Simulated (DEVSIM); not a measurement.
Device: Mo/SiO2/n-Ge capacitor, at 300 K.

| layer (left to right) | material | thickness (nm) | Nd (cm⁻³) |
|---|---|---|---|
| 1 | SiO2 | 12.0 | - |
| 2 | Ge | 9200 | 4.2e15 |

Metal gate on the left, work function 4.6 eV. Fixed charge at the semiconductor interface -7.2e10 cm⁻² (in units of +e); no interface traps.

The device is made up for the run: typed textbook-type constants, with dimensions and the other settings drawn at random. Values at 300 K.

```tsv
parameter	SiO2	Ge
gap (eV)	9	0.664
affinity (eV)	0.9	4
permittivity	3.9	16
Nc (cm⁻³)	-	1.04e19
Nv (cm⁻³)	-	6e18
```

DEVSIM, 1D Poisson equation in equilibrium, Boltzmann statistics, complete ionisation; no quantum confinement or tunnelling. Metal contacts follow the ideal Schottky-Mott rule: no Fermi-level pinning, no interface dipoles.

Problem. Tabulate band edges, carrier densities and field at -0.85 V on the gate.

Solution. Energies count from the Fermi level of the right contact; mesh points crowd at the junctions.

| x (μm) | Ec (eV) | Ev (eV) | n (cm⁻³) | p (cm⁻³) | field (V/cm) |
|---|---|---|---|---|---|
| 0.000 | 4.550 | -4.450 | < 1e2 | < 1e2 | -660000 |
| 0.001573 | 4.446 | -4.554 | < 1e2 | < 1e2 | -660000 |
| 0.004684 | 4.241 | -4.759 | < 1e2 | < 1e2 | -660000 |
| 0.009008 | 3.956 | -5.044 | < 1e2 | < 1e2 | -660000 |
| 0.01174 | 3.776 | -5.224 | < 1e2 | < 1e2 | -660000 |
| 0.01312 | 0.642 | -0.022 | 1.7e8 | 2.6e18 | -120000 |
| 0.01655 | 0.611 | -0.053 | 5.7e8 | 7.7e17 | -70000 |
| 0.02953 | 0.556 | -0.108 | 4.8e9 | 9.1e16 | -29000 |
| 0.05751 | 0.496 | -0.168 | 4.9e10 | 8.9e15 | -18000 |
| 0.1235 | 0.399 | -0.265 | 2.1e12 | 2.1e14 | -13000 |
| 0.2921 | 0.250 | -0.414 | 6.5e14 | 6.7e11 | -5000 |
| 0.9319 | 0.202 | -0.462 | 4.2e15 | 1.0e11 | ≈ 0 |
| 2.311 | 0.202 | -0.462 | 4.2e15 | 1.0e11 | ≈ 0 |
| 5.459 | 0.202 | -0.462 | 4.2e15 | 1.0e11 | ≈ 0 |
| 8.067 | 0.202 | -0.462 | 4.2e15 | 1.0e11 | ≈ 0 |
| 8.754 | 0.202 | -0.462 | 4.2e15 | 1.0e11 | ≈ 0 |
| 9.023 | 0.202 | -0.462 | 4.2e15 | 1.0e11 | ≈ 0 |
| 9.137 | 0.202 | -0.462 | 4.2e15 | 1.0e11 | ≈ 0 |
| 9.190 | 0.202 | -0.462 | 4.2e15 | 1.0e11 | ≈ 0 |
| 9.204 | 0.202 | -0.462 | 4.2e15 | 1.0e11 | ≈ 0 |
| 9.209 | 0.202 | -0.462 | 4.2e15 | 1.0e11 | ≈ 0 |
| 9.212 | 0.202 | -0.462 | 4.2e15 | 1.0e11 | ≈ 0 |
